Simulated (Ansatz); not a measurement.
Output of an Ansatz run (abridged):

```
WARN ansatz: RAYON_NUM_THREADS=1 ignored (pool sized by the plan → 1); use --threads N
Pseudopotentials: kind: paw
Pseudopotential: Li, paw, valence charge 3
Pseudopotential: Ag, paw, valence charge 19
Crystal: 4 atoms, lattice volume = 64.692 Å³
Basis set: ecut = 420 eV, 1257 PW (Γ), exchange–correlation on 64×64×64 points (8 copies of the dense FFT grid, shifted against one another)
Bands: 18, of which v1, the nominal top of the filled ones, is band 14 counted from 1 (13 counted from 0)
Symmetry: 8 space group operations
Space group: I4mm (ITA 107), of the structure as read, at distance tolerance 4.0e-5 Å
k-points: 126 of 1331 (time reversal used)
PAW frozen core: Ag, regenerated for the run's functional, and the local potential with it
Initial density: superposition of atomic densities (neutral atoms: chi_scale 0, normalization atom), corrected by the library's trained network
Initial wavefunctions: pseudopotential atomic-orbital guess
Eigensolver: davidson
Functional: x = pbesol(κ = 0.804, μ = 0.12345679012345678), c = pbesol(β = 0.046)
SCF iter   1: F=—  HF=-8131.763063 eV  |F-HF|=—  |Δ(HF+E_count)|=         —  Δρ=4.31e-3  dr2=1.05e-2  ethr=1.77e-3  ⟨swp⟩=3.3  Hψ=9039  notcnv=0
all-band conjugate gradients solve this SCF's bands
preconditioner: auto → Kerker (q_TF=auto, 2.373 Å⁻¹)
SCF iter   2: F=—  HF=-8131.759308 eV  |F-HF|=—  |Δ(HF+E_count)|=   3.76e-3  Δρ=1.14e-3  dr2=4.36e-4  ethr=3.74e-5  ⟨swp⟩=2.2  Hψ=4359  notcnv=0
SCF iter   3: F=—  HF=-8131.758947 eV  |F-HF|=—  |Δ(HF+E_count)|=   3.60e-4  Δρ=5.08e-4  dr2=1.50e-4  ethr=1.56e-6  ⟨swp⟩=2.0  Hψ=3005  notcnv=0
SCF iter   4: F=—  HF=-8131.758898 eV  |F-HF|=—  |Δ(HF+E_count)|=   4.94e-5  Δρ=1.57e-4  dr2=3.35e-5  ethr=5.36e-7  ⟨swp⟩=2.0  Hψ=2801  notcnv=0
SCF iter   5: F=—  HF=-8131.758874 eV  |F-HF|=—  |Δ(HF+E_count)|=   2.37e-5  Δρ=3.95e-5  dr2=1.36e-6  ethr=1.20e-7  ⟨swp⟩=2.0  Hψ=2495  notcnv=0
SCF iter   6: F=-8131.758874 eV  HF=-8131.758874 eV  |F-HF|=2.67e-8  |Δ(HF+E_count)|=   2.96e-7  Δρ=8.75e-6  dr2=6.88e-8  ethr=3.57e-10  ⟨swp⟩=3.5  Hψ=9316  notcnv=0
SCF 1 converged in 6 iterations: F = -8131.758874 eV  dr2 = 6.88e-8
SCF converged after 6 iterations
Free energy (F): -8131.758874 eV
Harris-Foulkes:  -8131.758874 eV  (|F-HF|=2.67e-8)
Internal energy: -8131.752329 eV  (E = F + TS)
E sigma→0 (E₀):  -8131.755601 eV
Entropy (-TS):   -0.006545 eV (-1.636 meV/atom)
Fermi energy:    5.872872 eV
--- Per-component energies (eV) ---
  E_band       = -680.809673
  E_kinetic    = 593.235995
  E_local      = -3845.263672  (includes V_loc(G=0)·N_el)
  E_nonlocal   = -18.074356
  E_hartree    = 1654.853825
  E_xc         = -214.771985
  E_vxc        = -274.649925  (∫ρ·V_xc dr)
  E_paw        = -3892.874336  (= ΣΔE_a)
  E_vpaw       = -445.776788  (= ΣTr[D̂ρ^β])
  E_aug_tail   = 0.000318  (compensation charges beyond the density's cutoff)
  E_ewald      = -2409.180856
  E_core_change = 0.322739  (= ΣΔE_core)
  E_smearing   = -0.006545  (= −TS)
  E_closure    = -0.000000  (closes the sum)
  Σ components = -8131.758874   (vs F -8131.758874, Δ=0.00e0)
--- Forces (eV/Å), atoms counted from 1 ---
  atom   1  Li    -0.00000000     0.00000000     0.05922226
  atom   2  Li     0.00000000     0.00000000     0.05922226
  atom   3  Li     0.00000000    -0.00000000    -0.11042365
  atom   4  Ag     0.00000000     0.00000000    -0.00804317
  max |Σ_I F_I| component: 2.23e-5 eV/Å
--- Stress (GPa, compression-positive) ---
       -0.038212       0.000000       0.000000
        0.000000      -0.038212       0.000000
        0.000000       0.000000       0.115388
  P = ⅓ Tr σ = 0.0130 GPa (0.130 kbar)
  The stress holds the Pulay correction. Without it, at fixed plane waves, as pw.x and ABINIT print it: P = -0.0018 GPa
--- Band table (eV; the first three rows and the last of 126) ---
  k-point 0: bands = ["-86.2640", "-49.7510", "-49.7481", "-49.7481", "-39.8089", "-39.5112", "-39.4940", "0.7763", "1.0893", "1.1938", "1.1938", "1.3020", "1.4182", "9.2052", "9.8291", "9.8291", "10.5247", "10.6701"]
  k-point 1: bands = ["-86.2640", "-49.7510", "-49.7482", "-49.7482", "-39.8087", "-39.5106", "-39.4947", "0.8886", "1.1155", "1.1898", "1.1973", "1.3070", "1.3971", "9.0552", "9.1003", "9.3819", "9.6983", "10.6805"]
  k-point 2: bands = ["-86.2640", "-49.7510", "-49.7483", "-49.7483", "-39.8082", "-39.5090", "-39.4967", "1.1518", "1.1790", "1.1924", "1.2122", "1.3530", "1.3876", "7.8522", "7.9117", "9.3372", "9.9097", "10.7166"]
  k-point 125: bands = ["-86.2640", "-49.7512", "-49.7482", "-49.7482", "-39.8067", "-39.5119", "-39.4952", "1.0346", "1.1349", "1.3879", "1.4044", "1.4383", "2.8636", "4.0100", "6.5653", "6.9670", "10.8413", "12.4235"]
```

The structure:

```xyz
4
Lattice="-2.1028 2.1028 3.6576 2.1028 -2.1028 3.6576 2.1028 2.1028 -3.6576" Properties=species:S:1:pos:R:3 pbc="T T T"
Li     2.1028     0.0000     1.8288
Li     0.0000     2.1028     1.8288
Li     0.0000     0.0000     3.7076
Ag     0.0000     0.0000     0.0000
```

### Question
Reconstruct the input of this run.

### Answer
Other spellings and defaults could give the same log, and not every line can be read from it. The input that was run (DFT, PBEsol, plane waves, default PAW files made with PBE):

Ansatz 0.2 input:
```yaml
# Li3Ag
crystal:
  lattice:
    - [-2.10279800, 2.10279800, 3.65757900]
    - [2.10279800, -2.10279800, 3.65757900]
    - [2.10279800, 2.10279800, -3.65757900]
  atoms:
    - { symbol: Li, position: [0.25000000, 0.75000000, 0.50000000] }
    - { symbol: Li, position: [0.75000000, 0.25000000, 0.50000000] }
    - { symbol: Li, position: [0.50683500, 0.50683500, 0.00000000] }
    - { symbol: Ag, position: [0.00000000, 0.00000000, 0.00000000] }
basis:
  ecutwfc: 420.0
kpoints:
  mp_grid: { grid: [11, 11, 11] }
hamiltonian:
  xc: pbesol
  pseudopotentials: { kind: paw }
scf:
  occupations: { method: gaussian, width: 0.1 }
output:
  forces: true
  eigenvalues: true
  stress: true
```

The starting cell comes from a database of computed structures (which also holds hypothetical and non-ambient phases and stackings), without a prior relaxation at this level. Its lattice was rescaled by up to half a per cent. One atom was moved a little off its site on purpose. Ansatz's pressure includes its estimate of the finite-basis (Pulay) stress.

Ansatz is an electronic-structure program.
